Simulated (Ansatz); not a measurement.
Ge3Si (I4/mmm, No. 139, 4 atoms in the cell; start mp-1187004) was calculated with LDA (PAW; Ansatz, a quantum-chemistry and plane-wave program).

Input file:

Ansatz 0.2 input:
```yaml
crystal:
  lattice:
    - [-1.9339559273, 1.9339559273, 4.7239839385]
    - [1.9339559273, -1.9339559273, 4.7239839385]
    - [1.9339559273, 1.9339559273, -4.7239839385]
  atoms:
    - { symbol: Si, position: [0.0, 0.0, 0.0] }
    - { symbol: Ge, position: [0.75, 0.25, 0.5] }
    - { symbol: Ge, position: [0.25, 0.75, 0.5] }
    - { symbol: Ge, position: [0.5, 0.5, 0.0] }
basis:
  ecutwfc: 520
  ecutrho_ratio: 4
  xc_grid: 2
kpoints:
  mp_grid: { grid: [20, 20, 20] }
hamiltonian:
  xc: lda
  dispersion: none
  pseudopotentials: { kind: paw }
scf:
  occupations: { method: fermi_dirac, width: 0.05 }
output:
  forces: true
  stress: true
  eigenvalues: true
relax:
  f_tol: 0.004
  escape_saddle: false
  max_steps: 80
  cell: { stress_tol: 0.02, fix: [volume] }
```

Excerpt of the program's output:

```
Relaxation: its limit of steps is 80 (relax.max_steps)
Crystal: 4 atoms, lattice volume = 70.674 Å³
Basis set: ecut = 520 eV, 1897 PW (Γ), exchange–correlation on 90×90×90 points (8 copies of the dense FFT grid, shifted against one another)
Bands: 28, of which v1, the nominal top of the filled ones, is band 23 counted from 1 (22 counted from 0)
Symmetry: 16 space group operations
Space group: I4/mmm (ITA 139), of the structure as read, at distance tolerance 4.1e-5 Å
k-points: 641 of 8000
Functional: x = slater, c = lda
SCF iter   1: F=—  HF=-13254.256974 eV  |F-HF|=—  |Δ(HF+E_count)|=         —  Δρ=5.91e-3  dr2=2.38e-2
SCF iter   2: F=—  HF=-13254.249984 eV  |F-HF|=—  |Δ(HF+E_count)|=   6.99e-3  Δρ=3.33e-3  dr2=9.56e-3
  ...
SCF 1 converged in 7 iterations: F = -13254.246682 eV  dr2 = 1.99e-8
Crystal: 4 atoms, lattice volume = 70.674 Å³
Initial density: handed on by an earlier stage of this run
SCF 2 converged in 4 iterations: F = -13254.246693 eV  dr2 = 5.50e-10
Crystal: 4 atoms, lattice volume = 70.674 Å³
SCF 3 converged in 5 iterations: F = -13254.246713 eV  dr2 = 6.71e-10
Crystal: 4 atoms, lattice volume = 70.674 Å³
SCF iter   4: F=—  HF=-13254.246714 eV  |F-HF|=—  |Δ(HF+E_count)|=  6.55e-11  Δρ=2.42e-7  dr2=1.17e-11
SCF iter   5: F=-13254.246714 eV  HF=-13254.246714 eV  |F-HF|=3.64e-12  |Δ(HF+E_count)|=  1.46e-11  Δρ=5.47e-8  dr2=1.01e-12
SCF 4 converged in 5 iterations: F = -13254.246714 eV  dr2 = 1.01e-12
SCF converged after 5 iterations
Free energy (F): -13254.246714 eV
Internal energy: -13254.232490 eV  (E = F + TS)
E sigma→0 (E₀):  -13254.239602 eV
Fermi energy:    10.849638 eV
--- Forces (eV/Å), atoms counted from 1 ---
  atom   1  Si    -0.00000000     0.00000000     0.00000000
  atom   2  Ge    -0.00000000     0.00000000     0.00000000
  atom   3  Ge     0.00000000     0.00000000     0.00000000
  atom   4  Ge     0.00000000     0.00000000    -0.00000000
--- Stress (GPa, compression-positive) ---
       -1.505273       0.000000       0.000000
        0.000000      -1.505273       0.000000
        0.000000      -0.000000      -1.503758
  P = ⅓ Tr σ = -1.5048 GPa (-15.048 kbar)
```

The cell is one volume of an energy–volume scan, off the minimum.

The PAW data were made under PBE.

Note: the relaxation could not lower the start's symmetry, so the cell can be a saddle point above a distorted one.

Computing time: around 6 core-minutes (rough).

A start named mp-… is a Materials Project structure, which need not be a measured phase.
